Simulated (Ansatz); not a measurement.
Take Al$_{2}$O$_{3}$ in the corundum structure (space group R-3c, No. 167; a = 4.7292 Å, c = 12.8916 Å (hexagonal axes)) as the base. Axes: x lies along a and z along c of the hexagonal cell.

The values are results of Kohn–Sham DFT with the LDA functional, run in Ansatz (a first-principles code) with PAW and 420 eV plane waves, scalar-relativistic without spin-orbit coupling, not measurements.

Strains are applied to the cell and any free atomic positions relax.

One change was made to it. Results:

| quantity | base | after |
|---|---|---|
| energy relative to the base (free energy F) | 0 meV/atom | +2.9 meV/atom |
| electron mass | 0.43 mₑ along c, 0.39 mₑ across (at Γ) | 0.39 mₑ (at Γ) |
| band gap | 6.43 eV | 6.25 eV |

Q: Name the change that was made.
A) uniaxial strain ε_zz = +0.75 %
B) uniaxial strain ε_zz = +3.00 %
C) uniaxial strain ε_zz = +1.50 %

A: C, uniaxial strain ε_zz = +1.50 %. For comparison, the band gap in the other runs: uniaxial strain ε_zz = +0.75 % gives 6.36 eV; uniaxial strain ε_zz = +3.00 % gives 6.03 eV.

Masses are band curvatures over ±0.01 Å⁻¹ around the edge. Stability against distortions was not tested.
